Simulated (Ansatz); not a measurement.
We consider C (model structure, Pnma, No. 62, 16 atoms in the cell), described by r²SCAN+rVV10 (PAW; Ansatz, a first-principles code).

Run with plane-wave cutoff 560 eV, 4×14×8 k mesh (along the axes of the cell as run), Fermi–Dirac smearing 0.01 eV, scalar-relativistic PAW data made under PBE.

Cell (relaxed at this level):

```cif
data_C16
_chemical_formula_sum 'C16'
_space_group_name_H-M_alt 'Pnma'
_space_group_IT_number 62
_space_group_name_Hall '-P 2ac 2n'
_cell_length_a 9.04298
_cell_length_b 2.51402
_cell_length_c 4.13869
_cell_angle_alpha 90.000
_cell_angle_beta 90.000
_cell_angle_gamma 90.000
loop_
_space_group_symop_operation_xyz
  'x, y, z'
  '-x, -y, -z'
  '-x+1/2, -y, z+1/2'
  'x+1/2, y, -z+1/2'
  'x+1/2, -y+1/2, -z+1/2'
  '-x+1/2, y+1/2, z+1/2'
  '-x, y+1/2, -z'
  'x, -y+1/2, z'
loop_
_atom_site_label
_atom_site_type_symbol
_atom_site_symmetry_multiplicity
_atom_site_Wyckoff_symbol
_atom_site_fract_x
_atom_site_fract_y
_atom_site_fract_z
_atom_site_occupancy
C1 C 4 c 0.18954 0.75000 0.30043 1
C2 C 4 c 0.02059 0.75000 0.40845 1
C3 C 4 c 0.19510 0.25000 0.07493 1
C4 C 4 c 0.03666 0.25000 0.93136 1
```

Problem. Give the computed band gap and smallest direct gap on the k points sampled.

Solution. 
band gap: 4.51 eV (indirect)
smallest direct gap on the k points sampled: 5.03 eV

Note: the relaxation could raise the start's symmetry but not lower it, so the cell can be a saddle point.

Static lattice: no zero-point or thermal effects.

A model structure was made by putting elements into a prototype or built by hand; it is no filed structure, need not be a known phase, and can be a saddle point held by its symmetry.
